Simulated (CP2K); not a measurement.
Band structure of InSb (F-43m, 2 atoms in the cell).

```xyz
2
Lattice="4.6904 0.0000 0.0000 2.3452 4.0620 0.0000 2.3452 1.3540 3.8297" Properties=species:S:1:pos:R:3 pbc="T T T"
In     0.0000     0.0000     0.0000
Sb     2.3452     1.3540     0.9574
```

Method: PBEsol, GPW, DZVP-MOLOPT-SR-GTH basis, GTH-PBE potentials (GTH_POTENTIALS) in CP2K.

Settings: CUTOFF = 500 Ry; REL_CUTOFF = 50 Ry; SMEAR/METHOD = FERMI_DIRAC; ELECTRONIC_TEMPERATURE = 1160.45 K; KPOINTS/SCHEME = MONKHORST-PACK 6 6 6; GAMMA_CENTERED = T; XC_FUNCTIONAL = PBE:PBESOL; In/BASIS_SET = DZVP-MOLOPT-SR-GTH-q13; In/POTENTIAL = GTH-PBE-q13; Sb/BASIS_SET = DZVP-MOLOPT-SR-GTH-q5; Sb/POTENTIAL = GTH-PBE-q5; METHOD = GPW; EPS_DEFAULT = 1e-10; EXTRAPOLATION = USE_GUESS.

The starting cell comes from a database of computed structures (which also holds hypothetical and non-ambient phases and stackings), without a prior relaxation at this level. Spin-orbit coupling is off. Values carry the incompleteness of an atom-centred basis. The potentials were made for another functional than the one used. The run gives no clean gap (levels at the Fermi energy touch, overlap or are partly filled at this smearing), which alone does not show that the compound is a metal.

Levels in eV from the Fermi level, bands 6 to 11:
```json
[
 {"point": "Γ", "6": "-10.35", "7": "-0.72", "8": "-0.07", "9": "-0.07", "10": "-0.07", "11": "2.84"},
 {"point": "X", "6": "-8.60", "7": "-5.79", "8": "-2.16", "9": "-2.16", "10": "1.17", "11": "1.24"},
 {"point": "W", "6": "-8.57", "7": "-5.70", "8": "-2.73", "9": "-2.61", "10": "3.19", "11": "3.84"},
 {"point": "K", "6": "-8.64", "7": "-5.68", "8": "-2.97", "9": "-1.84", "10": "1.46", "11": "3.49"},
 {"point": "L", "6": "-9.14", "7": "-5.47", "8": "-1.00", "9": "-1.00", "10": "0.25", "11": "3.69"},
 {"point": "U", "6": "-8.64", "7": "-5.68", "8": "-2.97", "9": "-1.84", "10": "1.46", "11": "3.49"}
]
```

Bands cross the Fermi level along this path, so the cell is metallic at this level.

Higher empty bands are left out: an atom-centred basis made for the valence describes them poorly.
